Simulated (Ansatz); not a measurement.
Base system: BAs in the zinc blende structure (space group F-43m, No. 216).

```cif
data_As4B4
_chemical_formula_sum 'As4 B4'
_space_group_name_H-M_alt 'F-43m'
_space_group_IT_number 216
_space_group_name_Hall 'F -4 2 3'
_cell_length_a 4.78390
_cell_length_b 4.78390
_cell_length_c 4.78390
_cell_angle_alpha 90.000
_cell_angle_beta 90.000
_cell_angle_gamma 90.000
loop_
_atom_site_label
_atom_site_type_symbol
_atom_site_symmetry_multiplicity
_atom_site_Wyckoff_symbol
_atom_site_fract_x
_atom_site_fract_y
_atom_site_fract_z
_atom_site_occupancy
As1 As 4 c 0.25000 0.25000 0.25000 1
B1 B 4 a 0.00000 0.00000 0.00000 1
```
(The calculation used a cell of 2 atoms; values per cell refer to that cell.)

All numbers come from r2SCAN/PAW in Ansatz (an electronic-structure program), no SOC.

One change was made to it. Results:

```tsv
quantity	base	after
volume per atom	13.69 Å³	11.67 Å³
band gap	1.38 eV	1.41 eV
```

**Question.** Which change produced these results?
A. As → P
B. As → Ga
C. B → Be

**Answer.** A, As → P. For comparison, the band gap in the other runs: As → Ga gives zero; B → Be gives zero.

No phonon test of stability was made. As relaxed here, GaB and BeAs are hypothetical phases, not in the database extracts checked. All final runs are without spin polarisation. An odd electron count without spin: BeAs.
